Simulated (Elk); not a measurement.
Checking a run of Elk on OsAu (Fd-3m, 4 atoms in the cell). The aim is a self-consistent single point with DFT, PBE, all-electron FP-LAPW, Elk's shipped species files, LAPW+lo basis.

Cell that was meant: a = 4.3982 Å, b = 4.3982 Å, c = 4.3982 Å, α = 60.00°, β = 60.00°, γ = 60.00°.

Part of the input:

```
nxoapwlo
  1

stype
  3

swidth
  0.00367493

scale
  1.889726125

avec
    0.0000000000    5.8770350000    5.8770350000
    5.8770350000    0.0000000000    5.8770350000
    5.8770350000    5.8770350000    0.0000000000

sppath
  'species/'
```

Output (repeated stretches shortened):

```
│ Elk code version 10.2.4 │

All units are atomic (Hartree, Bohr, etc.)

│ Ground-state run starting from atomic densities │

   [... lines left out ...]
Total number of valence states :   77
Total number of core states    :  188

Total number of local-orbitals :  126

Exchange-correlation functional :     20     0     0
 Perdew-Burke-Ernzerhof, Phys. Rev. Lett. 77, 3865 (1996)
 gradient requirement :    1
 generalised gradient approximation (GGA)

Smearing type :    3
 Fermi-Dirac
Smearing width :   0.3674930000E-02
Effective electronic temperature (K) :    1160.451112

Mixing type :    3
 Broyden mixing, J. Phys. A: Math. Gen. 17, L317 (1984)

Kohn-Sham potential initialised from atomic data
│ Self-consistent loop started │
│ Loop number : 1 │
 total energy                :     -72642.8501387
│ Loop number : 2 │
 total energy                :     -72644.3493529
RMS change in Kohn-Sham potential (target) :   0.1850557375     (  0.1000000000E-05)
Absolute change in total energy (target)   :    1.499214207     (  0.1000000000E-03)
│ Loop number : 3 │
 total energy                :     -72641.3643299
RMS change in Kohn-Sham potential (target) :   0.1919742887     (  0.1000000000E-05)
Absolute change in total energy (target)   :    2.610219443     (  0.1000000000E-03)
   [... lines left out ...]
Absolute change in total energy (target)   :   0.1234355746E-02 (  0.1000000000E-03)
│ Loop number : 17 │
 total energy                :     -72659.2805339
RMS change in Kohn-Sham potential (target) :   0.3398169731E-06 (  0.1000000000E-05)
Absolute change in total energy (target)   :   0.2279560576E-03 (  0.1000000000E-03)
│ Loop number : 18 │
 total energy                :     -72659.2805153
RMS change in Kohn-Sham potential (target) :   0.8006095379E-07 (  0.1000000000E-05)
Absolute change in total energy (target)   :   0.7564984844E-04 (  0.1000000000E-03)
Convergence targets achieved

│ Loop number : 19 │

Energies :
 Fermi                       :    -0.122333831040
 total energy                :     -72659.2805167

Density of states at Fermi energy :    1305.583214
 (states/Hartree/unit cell)

Estimated indirect band gap :   0.2395367380E-03
 from k-point      6 to k-point      3
Estimated direct band gap   :   0.6311509533E-03
 at k-point      8

Charges :
 core                        :    188.0000000
 valence                     :    122.0000000
 interstitial                :    5.839075629
 muffin-tins (core leakage)
  species :    1 (Os)
   atom    1                 :    74.29935012     (  0.1812279748E-07)
   atom    2                 :    74.29935012     (  0.1812279748E-07)
  species :    2 (Au)
   atom    1                 :    77.78111206     (  0.9909802950E-04)
   atom    2                 :    77.78111206     (  0.9909802950E-04)
 total in muffin-tins        :    304.1609244
 total calculated charge     :    309.9776068
 total charge                :    310.0000000
 error                       :   0.2239318731E-01

│ Self-consistent loop stopped │
```

Is anything amiss in this input, and did it matter?

The run is not sound. The fault is this: lattice vectors in bohr beside a scale meant for angstrom. Bohr and ångström differ by a factor of 1.89; the cell that the program reads is then far too large or far too small. To fix it, give the lengths in the unit that the key or card expects. The run converged in 19 iterations without an error.

An input that runs soundly differs in these lines (not the only fix; some lines may just follow from the change or write a value another way):
```diff
+rmtscf
+  0.85
+
-  1.889726125
+  8.311382631
-    0.0000000000    5.8770350000    5.8770350000
-    5.8770350000    0.0000000000    5.8770350000
-    5.8770350000    5.8770350000    0.0000000000
+    0.0000000000    0.7071067812    0.7071067812
+    0.7071067812    0.0000000000    0.7071067812
+    0.7071067812    0.7071067812    0.0000000000
```

With that input, the run converged in 18 iterations: free energy E − TS -1977180.1852 eV; pressure from finite strains at a fixed basis (rough; not comparable with other codes) 4.56 GPa; Fermi level (on the code's own zero) 14.22 eV (DFT, PBE, all-electron FP-LAPW, Elk's shipped species files, LAPW+lo basis).

On the sound input: the starting cell was generated: these elements placed on a structure prototype, without a prior relaxation; it need not be a known phase or ordering of this composition. Spin-orbit coupling is off. Spin polarisation is off. Values depend on the basis (sphere radii, cutoffs, local orbitals), which need not be converged. The log's line on a gap gives a spacing of levels on this mesh, which the program prints for metals too.
